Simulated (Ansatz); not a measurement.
Take CaTiO₃ (space group I4/mcm, No. 140) as the base.

```
CELL_PARAMETERS angstrom
     -2.66947     2.66947     3.87753
      2.66947    -2.66947     3.87753
      2.66947     2.66947    -3.87753
ATOMIC_POSITIONS crystal
  Ca 0.25000 0.75000 0.50000
  Ca 0.75000 0.25000 0.50000
  Ti 0.50000 0.50000 0.00000
  Ti 0.00000 0.00000 0.00000
  O  0.81072 0.31072 0.12143
  O  0.18928 0.68928 0.87857
  O  0.31072 0.18928 0.50000
  O  0.68928 0.81072 0.50000
  O  0.75000 0.75000 0.00000
  O  0.25000 0.25000 0.00000
```

Calculations: plane-wave PAW DFT at the PBEsol level (Ansatz, a first-principles code, 420 eV), no spin-orbit coupling.

For the base:

| Quantity | Value |
|---|---|
| c/a ratio | 1.453 |
| Lattice parameter a | 10.089 bohr |

It is then changed as follows: a hydrostatic pressure of 3 GPa.

### Question
Predict the new c/a ratio.

### Answer
The c/a ratio goes up by 0.0040 (1.453 → 1.456).

### Question
Predict the new lattice parameter a.

### Answer
The lattice parameter a shrinks by 0.0626 bohr, from 10.089 bohr to 10.027 bohr.

Load acts through the strain it causes; cell and atoms are relaxed under it. No phonon test of stability was made. All final runs are without spin polarisation.
